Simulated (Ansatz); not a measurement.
**Ti3Al: Al → In**

Start from Ti₃Al (space group P6_3/mmc, No. 194; a = 5.747 Å, c = 4.632 Å).

Now apply this change: every Al is replaced by In, then cell and atoms are relaxed.

Calculations: r2SCAN in Ansatz (plane waves to 500 eV, PAW, no spin-orbit coupling), earlier PAW set. Settings: 9×9×10 k-points, 0.05 eV Fermi–Dirac smearing, for the changed cell.

```json
{
  "volume_per_atom": "17.99 Å³ (base 16.56 Å³)",
  "density": "5.96 g/cm³ (base 4.28 g/cm³)",
  "c/a ratio": "0.809 (base 0.806)",
  "space_group": "P6_3/mmc (No. 194) (base P6_3/mmc (No. 194))",
  "band_gap": "zero (base zero)"
}
```

Final structure:

```xyz
8
Lattice="5.9000 0.0000 0.0000 -2.9500 5.1096 0.0000 0.0000 0.0000 4.7732" Properties=species:S:1:pos:R:3 pbc="T T T"
Ti     2.9500     3.4180     1.1933
Ti    -1.4851     4.2638     3.5799
Ti     1.4649     0.8458     1.1933
Ti     0.0000     1.6915     3.5799
Ti     4.4351     0.8458     1.1933
Ti     1.4851     4.2638     3.5799
In     0.0000     3.4064     1.1933
In     2.9500     1.7032     3.5799
```

Whether these cells are dynamically stable was not tested. For Ti3In in this form, whether it has been made was not checked. All final runs are without spin polarisation.

Ansatz is a first-principles code.
